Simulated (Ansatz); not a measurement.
**SrCl2: biaxial strain +1.50 %, plane normal [001], relaxed out of plane**

Take SrCl₂ in the fluorite structure (space group Fm-3m, No. 225; a = 6.9078 Å) as the base. Axes: x, y, z lie along the cube axes.

Now apply this change: tensile biaxial strain of 1.50 % in the plane normal to [001], as in epitaxy on a mismatched substrate; the out-of-plane cell vector and the atoms relax.

Level of theory: Ansatz (a quantum-chemistry and plane-wave program), PBEsol, PAW, cutoff 420 eV, scalar-relativistic without spin-orbit coupling. Γ-centred 8×8×8 mesh, Fermi–Dirac width 0.05 eV.

| quantity | base | changed | shift |
|---|---|---|---|
| volume per atom | 27.47 Å³ | 28.08 Å³ | +0.61 Å³ |
| space group | Fm-3m (No. 225) | I4/mmm (No. 139) | – |
| shortest interatomic distance | 2.991 Å | 3.013 Å | +0.022 Å |
| energy relative to the base (free energy F) | 0 meV/atom | +3.1 meV/atom | +3.1 meV/atom |
| band gap | 5.25 eV | 5.06 eV | -0.19 eV |
| gap character | – | indirect, M → Γ | – |
| smallest direct gap | 5.34 eV | 5.26 eV | -0.08 eV |
| electron mass | 0.37 mₑ (at Γ) | 0.42 mₑ out of plane, 0.36 mₑ in plane (at Γ) | – |
| out-of-plane strain | – | -0.79 % | – |
| ratio −ε⊥/ε∥ | – | 0.53 | – |
| mean in-plane stress (compression positive) | – | -1.2 GPa | – |

Final structure (turned so that z lies along the plane normal):

```xyz
3
Lattice="4.9579 0.0000 0.0000 0.0000 4.9579 0.0000 2.4789 -2.4789 3.4266" Properties=species:S:1:pos:R:3 pbc="T T T"
Sr     0.0000     0.0000     0.0000
Cl     4.9579     2.4789     1.7133
Cl     2.4789     0.0000     1.7133
```

Effective masses come from finite differences of ±0.01 Å⁻¹. Stability against distortions was not tested. k-point labels follow each cell's own Brillouin zone.
